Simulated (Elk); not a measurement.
Input and output of a self-consistent single point for HfB2 (P6/mmm, 3 atoms in the cell) (Elk)

Method: PBE, all-electron FP-LAPW, Elk's shipped species files, APW+lo basis with extra local orbitals (Elk).

Input:

```
tasks
  0

xctype
  20

rgkmax
  8.0

gmaxvr
  14.0

nxlo
  2

lorbcnd
  .true.

rmtscf
  0.88

lmaxi
  3

stype
  3

swidth
  0.00183747

avec
    5.9199067321    0.0000001169    0.0000000000
   -2.9599534673    5.1267895596    0.0000000000
    0.0000000000    0.0000000000    6.5747540301

atoms
  2   : nspecies
  'Hf.in'   : spfname
  1   : natoms; atposl, bfcmt below
  0.0000000000  0.0000000000  0.0000000000    0.0 0.0 0.0
  'B.in'   : spfname
  2   : natoms; atposl, bfcmt below
  0.3333333333  0.6666666667  0.5000000000    0.0 0.0 0.0
  0.6666666667  0.3333333333  0.5000000000    0.0 0.0 0.0

ngridk
  8 8 7
```

Output, abridged:

```
│ Elk code version 10.2.4 │

All units are atomic (Hartree, Bohr, etc.)

│ Ground-state run starting from atomic densities │

Lattice vectors :
   5.919906732      0.1169000000E-06   0.000000000
  -2.959953467       5.126789560       0.000000000
   0.000000000       0.000000000       6.574754030

Unit cell volume      :    199.5445499
Brillouin zone volume :    1.243081876

Muffin-tin inner radius fraction :   0.1000000000E-01

Nuclei treated as point charges

Species :    1 (Hf)
 parameters loaded from : Hf.in
 name : hafnium
 nuclear charge    :   -72.00000000
 electronic charge :    72.00000000
 atomic mass :    325367.3656
 muffin-tin radius :    2.464000000
 number of radial points in muffin-tin :    697
 atomic positions (lattice), magnetic fields (Cartesian) :
   1 :   0.00000000  0.00000000  0.00000000    0.00000000  0.00000000  0.00000000

Species :    2 (B)
 parameters loaded from : B.in
 name : boron
 nuclear charge    :   -5.000000000
 electronic charge :    5.000000000
 atomic mass :    19707.24741
 muffin-tin radius :    1.584000000
 number of radial points in muffin-tin :    297
 atomic positions (lattice), magnetic fields (Cartesian) :
   1 :   0.33333333 -0.33333333  0.50000000    0.00000000  0.00000000  0.00000000
   2 :  -0.33333333  0.33333333  0.50000000    0.00000000  0.00000000  0.00000000

Total number of atoms per unit cell :    3

Spin treatment :
 spin-unpolarised

Number of Bravais lattice symmetries :   24
Number of crystal symmetries         :   24
Crystal has inversion symmetry
Real symmetric eigensolver will be used

k-point grid :      8     8     7
k-point offset :    0.000000000       0.000000000       0.000000000
k-point set is reduced with full crystal symmetry group
Total number of k-points :       40

Muffin-tin radius times maximum |G+k| :    8.000000000
 using average radius
Maximum |G+k| for APW functions       :    4.261363636
Maximum (1/2)|G+k|²                   :    9.079610021
Maximum |G| for potential and density :    14.00000000
 potential will be trimmed for |G| > 2 gkmax
Constant for pseudocharge density :    9
Radial integration step length :    4

G-vector grid sizes :     27    27    30
Number of G-vectors :     9215

Maximum angular momentum used for
 APW functions                      :    8
 outer part of muffin-tin           :    6
 inner part of muffin-tin           :    3

Total nuclear charge    :   -82.00000000
Total core charge       :    50.00000000
Total valence charge    :    32.00000000
Total excess charge     :    0.000000000
Total electronic charge :    82.00000000

Effective Wigner radius, rₛ :   0.8344093007

Number of empty states         :   12
Total number of valence states :   28
Total number of core states    :   50

Conduction state local-orbitals added automatically
Total number of local-orbitals :  226

Exchange-correlation functional :     20     0     0
 Perdew-Burke-Ernzerhof, Phys. Rev. Lett. 77, 3865 (1996)
 gradient requirement :    1
 generalised gradient approximation (GGA)

Smearing type :    3
 Fermi-Dirac
Smearing width :   0.1837470000E-02
Effective electronic temperature (K) :    580.2271348

Mixing type :    3
 Broyden mixing, J. Phys. A: Math. Gen. 17, L317 (1984)

Kohn-Sham potential initialised from atomic data

│ Self-consistent loop started │
│ Loop number : 1 │
 total energy                :     -15132.6020151
│ Loop number : 2 │
 total energy                :     -15133.3585986
RMS change in Kohn-Sham potential (target) :    4.164379200     (  0.1000000000E-05)
Absolute change in total energy (target)   :   0.7565834322     (  0.1000000000E-03)
│ Loop number : 3 │
 total energy                :     -15128.7222596
RMS change in Kohn-Sham potential (target) :    3.303177046     (  0.1000000000E-05)
Absolute change in total energy (target)   :    4.447193090     (  0.1000000000E-03)
│ Loop number : 4 │
 total energy                :     -15144.4752532
RMS change in Kohn-Sham potential (target) :    1.205942602     (  0.1000000000E-05)
Absolute change in total energy (target)   :    14.64119527     (  0.1000000000E-03)
│ Loop number : 5 │
 total energy                :     -15145.6289518
RMS change in Kohn-Sham potential (target) :   0.3032959860     (  0.1000000000E-05)
Absolute change in total energy (target)   :    4.813997431     (  0.1000000000E-03)
│ Loop number : 6 │
 total energy                :     -15147.3164715
RMS change in Kohn-Sham potential (target) :   0.4468930414E-01 (  0.1000000000E-05)
Absolute change in total energy (target)   :    2.891019129     (  0.1000000000E-03)
│ Loop number : 7 │
 total energy                :     -15147.5550081
RMS change in Kohn-Sham potential (target) :   0.1536511589E-01 (  0.1000000000E-05)
Absolute change in total energy (target)   :   0.9612913619     (  0.1000000000E-03)
│ Loop number : 8 │
 total energy                :     -15147.8183783
RMS change in Kohn-Sham potential (target) :   0.1702592608E-02 (  0.1000000000E-05)
Absolute change in total energy (target)   :   0.5036930474     (  0.1000000000E-03)
│ Loop number : 9 │
 total energy                :     -15147.7749224
RMS change in Kohn-Sham potential (target) :   0.6276832436E-03 (  0.1000000000E-05)
Absolute change in total energy (target)   :   0.8246734786E-01 (  0.1000000000E-03)
│ Loop number : 10 │
 total energy                :     -15147.7965158
RMS change in Kohn-Sham potential (target) :   0.4085017372E-03 (  0.1000000000E-05)
Absolute change in total energy (target)   :   0.4221017191E-01 (  0.1000000000E-03)
│ Loop number : 11 │
 total energy                :     -15147.7815078
RMS change in Kohn-Sham potential (target) :   0.1017208961E-03 (  0.1000000000E-05)
Absolute change in total energy (target)   :   0.4455439681E-02 (  0.1000000000E-03)
│ Loop number : 12 │
 total energy                :     -15147.7833030
RMS change in Kohn-Sham potential (target) :   0.4716243094E-05 (  0.1000000000E-05)
Absolute change in total energy (target)   :   0.6813229866E-03 (  0.1000000000E-03)
│ Loop number : 13 │
 total energy                :     -15147.7830959
RMS change in Kohn-Sham potential (target) :   0.5165858601E-05 (  0.1000000000E-05)
Absolute change in total energy (target)   :   0.3676692359E-04 (  0.1000000000E-03)
│ Loop number : 14 │
 total energy                :     -15147.7829377
RMS change in Kohn-Sham potential (target) :   0.6260185074E-06 (  0.1000000000E-05)
Absolute change in total energy (target)   :   0.1673327097E-03 (  0.1000000000E-03)
│ Loop number : 15 │
 total energy                :     -15147.7829085
RMS change in Kohn-Sham potential (target) :   0.1951922251E-06 (  0.1000000000E-05)
Absolute change in total energy (target)   :   0.7106604971E-04 (  0.1000000000E-03)
Convergence targets achieved

│ Loop number : 16 │

Energies :
 Fermi                       :     0.510478789233
 sum of eigenvalues          :     -9242.56547777
 electron kinetic            :      16938.3696377
 core electron kinetic       :      16392.9388747
 Coulomb                     :     -31767.8224409
 Coulomb potential           :     -25764.8405548
 nuclear-nuclear             :     -1146.14473025
 electron-nuclear            :     -35478.5148665
 Hartree                     :      4856.83715584
 Madelung                    :     -18885.4021635
 xc potential                :     -416.094560655
 exchange                    :     -313.641594277
 correlation                 :     -4.68842695819
 electron entropic           :    -0.821342596425E-04
 total energy                :     -15147.7829066

Density of states at Fermi energy :    7.375405553
 (states/Hartree/unit cell)

Estimated indirect band gap :   0.1389307748E-01
 from k-point     32 to k-point      8
Estimated direct band gap   :   0.3684947262E-01
 at k-point     26

Charges :
 core                        :    50.00000000
 valence                     :    32.00000000
 interstitial                :    5.094772435
 muffin-tins (core leakage)
  species :    1 (Hf)
   atom    1                 :    69.82455126     (  0.4446850525E-05)
  species :    2 (B)
   atom    1                 :    3.540338155     (  0.3044490909E-03)
   atom    2                 :    3.540338155     (  0.3044490909E-03)
 total in muffin-tins        :    76.90522757
 total calculated charge     :    81.99468470
 total charge                :    82.00000000
 error                       :   0.5315297348E-02

│ Self-consistent loop stopped │
```

The run converged in 16 iterations. The count includes the last loop, which Elk runs after its targets are met.

The starting cell comes from a database of computed structures (which also holds hypothetical and non-ambient phases and stackings), without a prior relaxation at this level. Spin-orbit coupling is off. Values depend on the basis (sphere radii, cutoffs, local orbitals), which need not be converged. The log's line on a gap gives a spacing of levels on this mesh, which the program prints for metals too.
